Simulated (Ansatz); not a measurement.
Consider Ir in the fcc (Cu type) structure (space group Fm-3m, No. 225; relaxed with 0.1 eV smearing).

```
CELL_PARAMETERS angstrom
      0.00000     1.90592     1.90592
      1.90592     0.00000     1.90592
      1.90592     1.90592     0.00000
ATOMIC_POSITIONS crystal
  Ir 0.00000 0.00000 0.00000
```

Cartesian axes are those of the cell as printed.

All numbers come from LDA, PAW, 420 eV (Ansatz, an electronic-structure program; without spin-orbit coupling).

Base values:

| Item | Value |
|---|---|
| Pressure | 0.0 GPa |

The change: uniaxial strain ε_zz = −1.50 %, all other strain components held at zero; the atoms relax in the strained cell.

**Question.** How does this affect the energy relative to the base?

**Answer.** The energy goes up by 6.7 meV/atom.

**Question.** What happens to the pressure?

**Answer.** The pressure (mean of the normal stresses, compression positive) goes from zero to 6.4 GPa.

Whether these cells are dynamically stable was not tested. The final runs are not spin-polarised.
